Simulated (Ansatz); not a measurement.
Functionals compared on the (11-20) surface of hcp Tl in its 1x1 cell, outermost plane spacing 1.79 Å in the ideal cut, in Ansatz (plane waves, PAW). The structure was relaxed with PBE; the other rows are single points on it, each with its references at the same level. Cutoff 420 eV (500 eV for r2SCAN).

Slab: 14 atoms, 10.7 Å thick at the start; k 7x6x1, smearing 0.1 eV, dipole-corrected; all atoms relaxed; held to the start's symmetry, so lower structures may exist; no spin, no spin-orbit, no U. These notes are the PBE run's.

| functional | surface energy (J/m²) | work function of the top face (eV) | rough cost of the single point |
|---|---|---|---|
| PBE | 0.30 | 3.58 | – |
| LDA | 0.48 | 3.91 | very roughly 2.0 core-minutes |
| PBEsol | 0.41 | 3.66 | roughly 2.1 core-minutes |
| RPBE | 0.19 | 3.42 | roughly 2.1 core-minutes |
| r2SCAN | 0.38 | 3.61 | roughly 4 core-minutes |

Ansatz is a program for electronic structure.
